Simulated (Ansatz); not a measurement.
# A computed series for hypothetical zinc blende BiB: pressure series

Base system: BiB in the zinc blende structure (space group F-43m, No. 216; a = 5.491 Å; a hypothetical phase, not in the database extracts checked).

Cell and atoms are relaxed at each pressure.

Computed with plane-wave PAW DFT at the r2SCAN level (Ansatz, a quantum-chemistry and plane-wave program, 500 eV), without spin-orbit coupling.

```json
[
 {"pressure (GPa)": "-2", "volume per atom (Å³/atom)": "21.253"},
 {"pressure (GPa)": "-1", "volume per atom (Å³/atom)": "20.961"},
 {"pressure (GPa)": "0", "volume per atom (Å³/atom)": "20.689"},
 {"pressure (GPa)": "1.8", "volume per atom (Å³/atom)": "20.251"},
 {"pressure (GPa)": "4.2", "volume per atom (Å³/atom)": "19.736"},
 {"pressure (GPa)": "18", "volume per atom (Å³/atom)": "17.670"},
 {"pressure (GPa)": "30", "volume per atom (Å³/atom)": "16.503"},
 {"pressure (GPa)": "45", "volume per atom (Å³/atom)": "?"},
 {"pressure (GPa)": "60", "volume per atom (Å³/atom)": "14.619"}
]
```

Q: Fit the third-order Birch–Murnaghan form P(V) = (3B₀/2)[(V₀/V)^(7/3) − (V₀/V)^(5/3)]·[1 + (3/4)(B₀′ − 4)((V₀/V)^(2/3) − 1)] (squares taken in P) to the rows shown and predict the withheld row.

A: Least squares on the printed values gives V₀ = 20.692 Å³/atom, B₀ = 81.1 GPa, B₀′ = 4.3; this predicts 15.431 Å³/atom, and the run gives 15.435 Å³/atom, 0.004 higher.

Load acts through the strain it causes; cell and atoms are relaxed under it. No phonon test of stability was made. Competing high-pressure phases were not computed.
